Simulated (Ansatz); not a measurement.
## Sn: response to strain

Start from Sn in the diamond structure (space group Fd-3m, No. 227; a = 6.566 Å). Axes: x, y, z lie along the cube axes.

Strains are applied to the cell and any free atomic positions relax.

Level of theory: Ansatz (a program for electronic structure) r2SCAN, no SOC.

Notes on the quantities. pressure: mean of the normal stresses, compression positive.

```tsv
case	pressure	volume per atom
base	0.0 GPa	35.39 Å³
uniaxial strain ε_zz = +0.50 %	-0.2 GPa	35.57 Å³
uniaxial strain ε_zz = +1.00 %	-0.4 GPa	35.75 Å³
uniaxial strain ε_zz = +1.50 %	-0.6 GPa	35.92 Å³
uniaxial strain ε_zz = +2.00 %	-0.8 GPa	36.10 Å³
uniaxial strain ε_zz = +2.50 %	-1.0 GPa	36.28 Å³
uniaxial strain ε_zz = +3.00 %	-1.2 GPa	36.45 Å³
```

Stability against distortions was not tested.
